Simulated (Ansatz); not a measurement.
**Hypothetical diamond Ru: thickness series**

Start from Ru in the diamond structure (space group Fd-3m, No. 227; a = 5.455 Å; a hypothetical phase, not in the database extracts checked). Axes: x, y, z lie along the cube axes.

Free-standing slabs (2 atom(s) a layer) normal to [110] with 15 Å of vacuum; in-plane cell held at bulk.

Level of theory: Ansatz (a quantum-chemistry and plane-wave program), PBE, PAW, cutoff 420 eV, spin-orbit coupling left out.

Notes on the quantities. excess energy per area of both faces: slab less bulk energy over the cell's area: twice a surface energy; uncertain by up to 0.1 J/m²; layer's space group: with vacuum.

| case | excess energy per area of both faces | thickness between the outermost nuclei | layer's space group | shortest interatomic distance |
|---|---|---|---|---|
| base | – | – | – | 4.463 bohr |
| 1 layer | – | – | Pmma (No. 51) | 4.128 bohr |
| 2 layers | 3.72 J/m² | 1.90 Å | Pmna (No. 53) | 4.282 bohr |
| 3 layers | 3.89 J/m² | 3.93 Å | Pmma (No. 51) | 4.408 bohr |
| 4 layers | 3.9 J/m² | 5.83 Å | Pmna (No. 53) | 4.376 bohr |
| 5 layers | 3.9 J/m² | 7.77 Å | Pmma (No. 51) | 4.387 bohr |
| 6 layers | 3.9 J/m² | 9.68 Å | Pmna (No. 53) | 4.388 bohr |
| 7 layers | 3.9 J/m² | 11.61 Å | Pmma (No. 51) | ? |

Task: Complete the table.

Result: 
- 7 layers, shortest interatomic distance: 4.386 bohr

Slab and bulk use different k-meshes, which limits the precision of the excess energy. Stability against distortions was not tested. The final runs are not spin-polarised. Ru has a high density of states at the Fermi level and may be magnetic at this level.
